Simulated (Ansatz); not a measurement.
## Ca₃GeO (Pm-3m, No. 221, 5 atoms in the cell; start mp-9721)

Computed with PBEsol (Ansatz, an electronic-structure program, plane waves, PAW).

Run with plane-wave cutoff 520 eV, 12×12×12 k mesh, Fermi–Dirac smearing 0.05 eV, scalar-relativistic PAW data made under PBE.

Cell (relaxed at this level):

```yaml
crystal:
  lattice:
    - [4.67064, 0.00000, 0.00000]
    - [0.00000, 4.67064, 0.00000]
    - [0.00000, 0.00000, 4.67064]
  atoms:
    - { symbol: Ca, position: [0.50000, 0.50000, 0.00000] }
    - { symbol: Ca, position: [0.00000, 0.50000, 0.50000] }
    - { symbol: Ca, position: [0.50000, 0.00000, 0.50000] }
    - { symbol: Ge, position: [0.00000, 0.00000, 0.00000] }
    - { symbol: O, position: [0.50000, 0.50000, 0.50000] }
```

| Property | Result |
|---|---|
| band gap | zero (no gap) |
| bulk modulus B0 | 63.2 GPa |

Note: the relaxation could not lower the start's symmetry, so the cell can be a saddle point above a distorted one; the bulk modulus is −V dP/dV from two relaxed cells at ±2 % in volume.

Spin–orbit coupling is not included.

Computed values are for the static lattice.

It cost roughly 90 core-seconds of CPU time.

A start named mp-… is a Materials Project structure, which need not be a measured phase.
